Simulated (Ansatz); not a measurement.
SrO (P6₃/mmc, No. 194, 4 atoms in the cell; start mp-754824; a measured phase of this formula has another space group) was calculated with HSE06+SOC in Ansatz (plane waves, PAW).

Numerical settings: plane-wave cutoff 460 eV, 9×9×6 k mesh (along the axes of the cell as run), Fermi–Dirac smearing 0.01 eV, PAW data made under PBE.

Cell (relaxed with PBEsol):

```cif
data_O2Sr2
_chemical_formula_sum 'Sr2 O2'
_space_group_name_H-M_alt 'P63/mmc'
_space_group_IT_number 194
_space_group_name_Hall '-P 6c 2c'
_cell_length_a 4.23597
_cell_length_b 4.23597
_cell_length_c 5.10914
_cell_angle_alpha 90.000
_cell_angle_beta 90.000
_cell_angle_gamma 120.000
loop_
_atom_site_label
_atom_site_type_symbol
_atom_site_symmetry_multiplicity
_atom_site_Wyckoff_symbol
_atom_site_fract_x
_atom_site_fract_y
_atom_site_fract_z
_atom_site_occupancy
Sr1 Sr 2 d 0.66667 0.33333 0.25000 1
O1 O 2 c 0.33333 0.66667 0.25000 1
```

### Question
Estimate the band gap that the calculation returns.

### Answer

- band gap: 4.09 eV (on the SCF k mesh)

Note: cell and atoms aren't relaxed at this level (pressure 1.4 GPa).

Computed values are for the static lattice.

The result took about 19 core-minutes (a rough figure).

A start named mp-… is a Materials Project structure, which need not be a measured phase.

Ansatz is a quantum-chemistry and plane-wave program.
